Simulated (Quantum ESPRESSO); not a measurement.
Quantum ESPRESSO run on SrTl2 (P6_3/mmc, 6 atoms in the cell): self-consistent single point.

Method: PBEsol, GBRV 1.5 ultrasoft (PBESOL) pseudopotentials (plane waves; Quantum ESPRESSO).

```yaml
crystal:
  lattice:
    - [5.11963, 0.00000, 0.00000]
    - [-2.55981, 4.43373, 0.00000]
    - [0.00000, 0.00000, 8.34055]
  atoms:
    - { symbol: Sr, position: [0.00000, 0.00000, 0.25000] }
    - { symbol: Sr, position: [0.00000, 0.00000, 0.75000] }
    - { symbol: Tl, position: [0.33333, 0.66667, 0.45134] }
    - { symbol: Tl, position: [0.66667, 0.33333, 0.54866] }
    - { symbol: Tl, position: [0.66667, 0.33333, 0.95134] }
    - { symbol: Tl, position: [0.33333, 0.66667, 0.04866] }
```

Reference input (self-consistent single point, DFT, PBEsol, plane waves, GBRV 1.5 ultrasoft (PBESOL) pseudopotentials): ecutwfc = 40 Ry; ecutrho = 200 Ry; occupations = smearing; smearing = gaussian; degauss = 0.0073499 Ry; potentials = {Sr: sr_pbesol_v1.uspp.F.UPF, Tl: tl_pbesol_v1.2.uspp.F.UPF}; K_POINTS = automatic 6 6 3 0 0 0; conv_thr = 1e-11 Ry; mixing_beta = 0.4. This run's input differs from it in these lines:

```diff
@@ -12,4 +12,4 @@
     ntyp = 2,
-    ecutwfc = 40,
-    ecutrho = 200,
+    ecutwfc = 24,
+    ecutrho = 120,
     occupations = 'smearing',
```

Output (repeated stretches shortened):

```
     Self-consistent Calculation

     iteration #  1     ecut=    24.00 Ry     beta= 0.40

     Threshold (ethr) on eigenvalues was too large:
     Diagonalizing with lowered threshold

     negative rho (up, down):  3.278E-01 0.000E+00

     total energy              =    -719.05747315 Ry
     estimated scf accuracy    <       0.11618147 Ry

     iteration #  2     ecut=    24.00 Ry     beta= 0.40

     negative rho (up, down):  3.345E-01 0.000E+00

     total energy              =    -719.05760044 Ry
     estimated scf accuracy    <       0.02246700 Ry

     iteration #  3     ecut=    24.00 Ry     beta= 0.40

     negative rho (up, down):  3.376E-01 0.000E+00

     total energy              =    -719.06289205 Ry
     estimated scf accuracy    <       0.00125578 Ry

   [... 8 blocks of this kind left out ...]

     iteration # 12     ecut=    24.00 Ry     beta= 0.40

     negative rho (up, down):  3.394E-01 0.000E+00

     total energy              =    -719.06353384 Ry
     estimated scf accuracy    <          5.7E-11 Ry

     iteration # 13     ecut=    24.00 Ry     beta= 0.40

     negative rho (up, down):  3.394E-01 0.000E+00
     End of self-consistent calculation

     the Fermi energy is     9.4686 ev

!    total energy              =    -719.06353384 Ry
     estimated scf accuracy    <          4.6E-12 Ry
     smearing contrib. (-TS)   =      -0.00100533 Ry
     internal energy E=F+TS    =    -719.06252851 Ry

     convergence has been achieved in  13 iterations

     negative rho (up, down):  3.394E-01 0.000E+00

     Forces acting on atoms (cartesian axes, Ry/au):

     atom    1 type  1   force =    -0.00000000   -0.00000000   -0.00000000
     atom    2 type  1   force =     0.00000000    0.00000000    0.00000000
     atom    3 type  2   force =     0.00000000    0.00000000   -0.00040433
     atom    4 type  2   force =    -0.00000000    0.00000000    0.00040433
     atom    5 type  2   force =    -0.00000000   -0.00000000   -0.00040433
   [... lines left out ...]
     Total force =     0.000809     Total SCF correction =     0.000008
   [... lines left out ...]

     negative rho (up, down):  3.394E-01 0.000E+00
          total   stress  (Ry/bohr**3)                   (kbar)     P=      -52.09
  -0.00035359  -0.00000000   0.00000000          -52.01       -0.00        0.00
  -0.00000000  -0.00035359  -0.00000000           -0.00      -52.01       -0.00
  -0.00000000   0.00000000  -0.00035522           -0.00        0.00      -52.26

   JOB DONE.
```

The run converged in 13 iterations. Against the reference run the free energy rises by 160 meV/atom, the pressure goes from -1.87 to -5.21 GPa and the largest force moves little (0.012 to 0.010 eV/Å).

The starting cell comes from a database of computed structures (which also holds hypothetical and non-ambient phases and stackings), without a prior relaxation at this level.

Cost on one core of a shared machine: roughly 50 s.
